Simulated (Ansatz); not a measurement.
Response to strain in CdTe

The parent structure is CdTe in the zinc blende structure (space group F-43m, No. 216).

```xyz
2
Lattice="0.0000 3.2789 3.2789 3.2789 0.0000 3.2789 3.2789 3.2789 0.0000" Properties=species:S:1:pos:R:3 pbc="T T T"
Cd     0.0000     0.0000     0.0000
Te     1.6394     1.6394     1.6394
```

Cartesian axes are those of the cell as printed.

Strains are applied to the cell and any free atomic positions relax; under biaxial strain the out-of-plane vector relaxes too.

All numbers come from DFT with r2SCAN, PAW potentials and a 500 eV plane-wave cutoff in Ansatz (a first-principles code), spin-orbit coupling left out.

Notes on the quantities. in-plane stress: mean in-plane stress (compression positive).

```csv
variant,electron mass,out-of-plane strain,in-plane stress
base,0.090 mₑ (at Γ),–,–
"biaxial strain +0.42 %, plane normal [111], relaxed out of plane",0.089 mₑ (at Γ),-0.34 %,-0.3 GPa
"biaxial strain +0.83 %, plane normal [111], relaxed out of plane",0.088 mₑ (at Γ),-0.67 %,-0.6 GPa
"biaxial strain +1.25 %, plane normal [111], relaxed out of plane",–,-1.00 %,-0.9 GPa
"biaxial strain +1.67 %, plane normal [111], relaxed out of plane","0.090 mₑ out of plane, 0.086 mₑ in plane (at Γ)",-1.33 %,-1.2 GPa
"biaxial strain +2.08 %, plane normal [111], relaxed out of plane","0.090 mₑ out of plane, 0.085 mₑ in plane (at Γ)",-1.65 %,-1.4 GPa
```

With Te present, leaving out spin-orbit coupling can change the band edges. The levels and masses belong to the bands next to the band gap. Masses are band curvatures over ±0.01 Å⁻¹ around the edge. Whether these cells are dynamically stable was not tested.
